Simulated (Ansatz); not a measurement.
# Response to strain in GaSb

Start from GaSb in the zinc blende structure (space group F-43m, No. 216; a = 6.049 Å).

Strains are applied to the cell and any free atomic positions relax.

Level of theory: LDA (Ansatz, an electronic-structure program, PAW, without spin-orbit coupling).

Notes on the quantities. energy relative to the base: free energy F; band gap: uncertain: the Fermi level lies in a band; the base alone.

| variant | energy relative to the base | band gap | pressure |
|---|---|---|---|
| base | 0 meV/atom | 0.07 eV | 0.00 GPa |
| isotropic strain −3.00 % | +44 meV/atom | 0.57 eV | 6.32 GPa |
| isotropic strain −2.50 % | +30 meV/atom | 0.53 eV | 5.07 GPa |
| isotropic strain −2.00 % | +19 meV/atom | 0.49 eV | 3.90 GPa |
| isotropic strain −1.50 % | +10 meV/atom | 0.40 eV | [?] |
| isotropic strain −0.50 % | +1.1 meV/atom | 0.18 eV | 0.87 GPa |
| isotropic strain +1.00 % | +4.1 meV/atom | zero | -1.5 GPa |
| isotropic strain +1.50 % | +9.2 meV/atom | zero | -2.2 GPa |
| isotropic strain +2.50 % | +25 meV/atom | zero | -3.5 GPa |
| isotropic strain +3.00 % | [?] | zero | [?] |

Task: Fill in the withheld entries from the trend.

Result: 
- isotropic strain −1.50 %, pressure: 2.81 GPa
- isotropic strain +3.00 %, energy relative to the base: +35 meV/atom
- isotropic strain +3.00 %, pressure: -4.0 GPa

Spin-orbit coupling, missing from the scalar runs, can matter with Sb. Stability against distortions was not tested. The final runs are not spin-polarised. The zero or small gap of GaSb can change with the level of theory.
